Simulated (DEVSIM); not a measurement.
Device: Mo/SiO2/n-Si capacitor, at 300 K.

Layer 1 from the left is SiO2, thickness (nm) 35.0. Layer 2 from the left is Si, thickness (nm) 930, Nd (cm⁻³) 3.8e17.

Metal gate on the left, work function 4.6 eV. Fixed charge at the semiconductor interface 0 cm⁻² (in units of +e); interface traps 1.8e11 cm⁻² eV⁻¹, uniform in energy, neutral level at 0.5 of the gap above the valence band.

Constants are typed, rounded textbook-type inputs, not results; the design itself was drawn at random and stands for no fabricated device. Values at 300 K.

SiO2: gap (eV) 9, affinity (eV) 0.9, permittivity 3.9. Si: gap (eV) 1.124, affinity (eV) 4.05, permittivity 11.7, Nc (cm⁻³) 2.86e19, Nv (cm⁻³) 3.1e19.

Model (solved in DEVSIM): 1D Poisson equation in equilibrium, Boltzmann statistics, complete ionisation; no quantum confinement or tunnelling. Metal contacts follow the ideal Schottky-Mott rule: no Fermi-level pinning, no interface dipoles.

Question: What does the simulation give for the flat-band voltage, the minimum of the low-frequency capacitance?

Answer: flat-band voltage 0.57 V; minimum of the low-frequency capacitance 0.0697 μF/cm².
